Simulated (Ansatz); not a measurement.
Cl on the 1x1 (111) surface of fcc Pt, one in a 2x2 cell: adsorption energies (eV for each) against ½ Cl2(g) in Ansatz (plane waves, PAW). Structures relaxed with PBE; the other functionals are single points on them, with slab and gas at the same level. No dispersion, zero-point or thermal terms. Rows are starts at which the adsorbate stayed.

Model: 17-atom slab, 6.9 Å thick at the start under the adsorbate (thin: gaps and levels are the slab's own), 6x6x1 mesh, Fermi-Dirac 0.1 eV, dipole correction, 8 atoms held, the rest relaxed; each run with such symmetry as its start has; no spin, no spin-orbit, no U, no dispersion correction.

```
site                                      PBE   RPBE  r2SCAN
--------------------------------------  -----  -----  ------
top Pt                                  -0.98  -0.82   -1.25
hollow Pt-Pt-Pt over Pt at depth 2.3 Å  -0.92  -0.67   -1.19
hollow Pt-Pt-Pt over Pt at depth 4.6 Å  -1.07  -0.79   -1.39
bridge Pt-Pt (span 2.8 Å)               -1.08  -0.83   -1.38
```

RPBE moves the energies by 0.23 eV on average against PBE and the two lowest sites lie within 0.02 eV at one of the levels. r2SCAN moves the energies by -0.29 eV on average against PBE and the two lowest sites lie within 0.02 eV at one of the levels.

Ansatz is a program for electronic structure.
